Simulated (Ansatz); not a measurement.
W on the (0001) surface of 4H silicon carbide (H on every top atom; a constructed slab, bottom: 1 H on 1 bottom sites), one in a cell of 33 Å², energies for each. Energies are against an atom of bcc W, without zero-point or thermal terms; each row is named by its start.

Host crystal: 4H silicon carbide, with a band gap (PBE, scalar-relativistic without spin-orbit coupling).

The numbers are results of PBE (plane waves to 420 eV, PAW; Ansatz, a quantum-chemistry and plane-wave program), not measurements.

Set-up: 41 atoms, 10.8 Å thick at the start with caps and adatoms under the adsorbate (thin: gaps and levels are the slab's own); mesh 4x4x1; 0.01 eV smearing; dipole correction on; 20 atoms held, the rest relaxed; each run with such symmetry as its start has; spin-polarised, no spin-orbit, no U, no dispersion correction.

A negative adsorption energy means that the adsorbate is more stable on the surface than in its reference. Starts that drift may end in the same place. Heights count from the host atoms within 0.3 Å of the top one.

| starting site | E_ads (eV) | height (Å) | nearest host atom (Å) | bonded to | change of the vacuum step (eV) | lateral drift (Å) | moment (μB) |
|---|---|---|---|---|---|---|---|
| top H | 8.11 | 2.05 | H 2.02 | H | 0.22 | 0.0 | 6.0 |
| hollow H-H-H over C at depth 2.1 Å | 7.88 | 1.14 | H 2.12 | 3 H | 0.62 | 0.0 | 6.0 |
| hollow H-H-H over C at depth 7.2 Å | 7.82 | 1.15 | H 2.11 | 3 H | 0.48 | 0.0 | 6.0 |
| bridge H-H (span 3.1 Å) | 7.82 | 1.15 | H 2.11 | 3 H | 0.48 | 0.9 | 6.0 |
